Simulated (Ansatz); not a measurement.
Input:

End structure of a constructed model of the (111) surface of fcc Ir, a layer of Al in place of the third plane (bottom of the slab: a bare face, its two planes held):

```
CELL_PARAMETERS angstrom
      2.73720     0.00000     0.00000
     -1.36860     2.37048     0.00000
      0.00000     0.00000    27.00000
ATOMIC_POSITIONS crystal
  Ir 0.33333 0.66667 0.29751
  Ir 0.66667 0.33333 0.38028
  Ir 0.00000 0.00000 0.46418
  Al 0.33333 0.66667 0.54087
  Ir 0.66667 0.33333 0.61751
  Ir 0.00000 0.00000 0.69997
```

Set-up: 6 atoms, 10.9 Å thick at the start with caps and adatoms (thin: gaps and levels are the slab's own); mesh 16x16x1; 0.1 eV smearing; dipole correction on; 2 atoms held, the rest relaxed; symmetry of the start imposed; no spin, no spin-orbit, no U. In PBE it lies 0.66 eV a 1x1 cell over the lowest computed structure of the same composition (a layer of Al in place of the second plane).

Task: Estimate the work function of the top face that Ansatz (a first-principles code) with PBE returns for this input.

Result: 5.73 eV
